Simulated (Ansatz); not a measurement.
We consider AlB2-type HfB2, described by r²SCAN in Ansatz (PAW).

The run printed, among other lines:

```
WARN the atoms were moved onto the symmetric positions of the space group found under crystal.symmetry.tolerance 1.0e-5 (fractional …
Crystal: 3 atoms, lattice volume = 29.715 Å³
Basis set: ecut = 560 eV, 877 PW (Γ), exchange–correlation on 75×75×81 points (27 copies of the dense FFT grid, shifted against one another)
Bands: 20, of which v1, the nominal top of the filled ones, is band 16 counted from 1 (15 counted from 0)
Symmetry: 24 space group operations
Space group: P6/mmm (ITA 191), of the structure as read, at distance tolerance 3.1e-5 Å
k-points: 549 of 9216
Functional: x = r2scan, c = r2scan; τ floored in thin density (d = 2e-4 eV/Å³)
SCF iter   1: F=—  HF=-16049.326963 eV  |F-HF|=—  |Δ(HF+E_count)|=         —  Δρ=8.38e-3  dr2=2.42e-2  dr2_τ=2.57e-1
SCF iter   2: F=—  HF=-16049.381848 eV  |F-HF|=—  |Δ(HF+E_count)|=   5.49e-2  Δρ=3.97e-3  dr2=3.11e-3  dr2_τ=9.10e-4
  ...
SCF iter   7: F=—  HF=-16049.381202 eV  |F-HF|=—  |Δ(HF+E_count)|=   1.77e-7  Δρ=3.99e-6  dr2=3.28e-9  dr2_τ=7.57e-11
SCF iter   8: F=-16049.381202 eV  HF=-16049.381202 eV  |F-HF|=1.46e-11  |Δ(HF+E_count)|=   6.34e-9  Δρ=4.98e-7  dr2=3.81e-11  dr2_τ=3.36e-12
SCF 1 converged in 8 iterations: F = -16049.381202 eV  dr2 = 3.81e-11
SCF converged after 8 iterations
Free energy (F): -16049.381202 eV
Internal energy: -16049.379236 eV  (E = F + TS)
E sigma→0 (E₀):  -16049.380219 eV
Fermi energy:    20.644326 eV
--- Forces (eV/Å), atoms counted from 1 ---
  atom   1  Hf     0.00000000     0.00000000     0.00000000
  atom   2  B     -0.00000000     0.00000000    -0.00000000
  atom   3  B      0.00000000     0.00000000     0.00000000
--- Stress (GPa, compression-positive) ---
       -0.796533       0.000000       0.000000
        0.000000      -0.796533       0.000000
        0.000000       0.000000      -0.346078
  P = ⅓ Tr σ = -0.6464 GPa (-6.464 kbar)
```

### Question
Write an input file that produces this run.

### Answer
Several could match; the one computed here: 
Ansatz 0.2 input:
```yaml
crystal:
  lattice:
    - [-1.57, -2.71932, 0.0]
    - [-1.57, 2.71932, 0.0]
    - [0.0, 0.0, -3.48]
  atoms:
    - { symbol: Hf, position: [0.0, 0.0, 0.0] }
    - { symbol: B, position: [0.333333, 0.666666, 0.5] }
    - { symbol: B, position: [0.666667, 0.333334, 0.5] }
basis:
  ecutwfc: 560
  ecutrho_ratio: 4
  xc_grid: 3
kpoints:
  mp_grid: { grid: [24, 24, 16] }
hamiltonian:
  xc: r2scan
  dispersion: none
  pseudopotentials: { kind: paw }
scf:
  occupations: { method: fermi_dirac, width: 0.05 }
  convergence: { dr2_threshold: 0.0000000003 }
output:
  forces: true
  stress: true
  eigenvalues: true
```

The PAW data were made under PBE.

Note: cell and atoms aren't relaxed at this level (pressure -0.6 GPa).

Ansatz is a program for electronic structure.
